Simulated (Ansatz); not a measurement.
# SnTe: pressure series

Start from SnTe in the rock salt structure (space group Fm-3m, No. 225; a = 6.2887 Å).

Cell and atoms are relaxed at each pressure.

Level of theory: Ansatz (a first-principles code) PBEsol, no spin-orbit coupling.

```tsv
pressure (GPa)	volume per atom (Å³/atom)
-2	32.598
0	31.088
15	25.360
30	?
50	20.386
75	18.623
100	17.392
```

Task: Fit the third-order Birch–Murnaghan form P(V) = (3B₀/2)[(V₀/V)^(7/3) − (V₀/V)^(5/3)]·[1 + (3/4)(B₀′ − 4)((V₀/V)^(2/3) − 1)] (squares taken in P) to the rows shown and predict the withheld row.

Result: Least squares on the printed values gives V₀ = 31.122 Å³/atom, B₀ = 45.0 GPa, B₀′ = 4.5; this predicts 22.585 Å³/atom, and the run gives 22.625 Å³/atom, 0.040 higher.

Measured bulk modulus of SnTe: 37.8 GPa (temperature not stated; as listed in Cormac Toher et al., Physical Review Materials (2017)); the computed value is for a static lattice, so the two differ by thermal effects too.

Load acts through the strain it causes; cell and atoms are relaxed under it. Stability against distortions was not tested. Competing high-pressure phases were not computed. All final runs are without spin polarisation.
